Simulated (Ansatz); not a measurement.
## LiF (P6₃mc, No. 186, 4 atoms in the cell; start mp-1185301; another space group than a measured phase of this formula)

All values below come from HSE06 in Ansatz (plane waves, PAW).

Run with plane-wave cutoff 460 eV, 9×9×6 k mesh (along the axes of the cell as run), Fermi–Dirac smearing 0.01 eV, scalar-relativistic PAW data made under PBE.

Cell (relaxed with PBEsol):

```
CELL_PARAMETERS angstrom
      3.09569     0.00000     0.00000
     -1.54785     2.68095     0.00000
      0.00000     0.00000     4.80971
ATOMIC_POSITIONS crystal
  Li 0.33333 0.66667 0.38236
  Li 0.66667 0.33333 0.88236
  F  0.33333 0.66667 0.99263
  F  0.66667 0.33333 0.49263
```

* **band gap**: 9.95 eV (on the SCF k mesh)

Computed values are for the static lattice.

A start named mp-… is a Materials Project structure, which need not be a measured phase.

Ansatz is an electronic-structure program.
